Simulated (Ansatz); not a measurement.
## YSiO (model structure, started from the ZrSiS type, P4/nmm, No. 129, 6 atoms in the cell): properties by level of theory

```tsv
level (code)	equilibrium lattice constant a (Å)	c axis length (Å)	bulk modulus B0 (GPa)	cohesive energy (eV/atom)
LDA (Ansatz)	3.320	7.914	139	6.96
PBE (Ansatz)	3.382	8.065	122	5.97
PBEsol (Ansatz)	3.348	7.973	132	6.43
r²SCAN (Ansatz)	3.367	8.053	131	6.06
```

Caveats: the bulk modulus is −V dP/dV from two relaxed cells at ±2 % in volume (LDA, PBE, PBEsol, r²SCAN). Ansatz's density-functional and Hartree–Fock values are scalar-relativistic unless marked +SOC, with PAW data made under PBE.

Free atoms are spin-polarised, in the lowest state found; at levels without +SOC their spin–orbit coupling is left out.

The computed numbers hold no vibrational or temperature effects.

A model structure was made by putting elements into a prototype or built by hand; it is no filed structure, need not be a known phase, and can be a saddle point held by its symmetry.

Ansatz is a program for electronic structure.
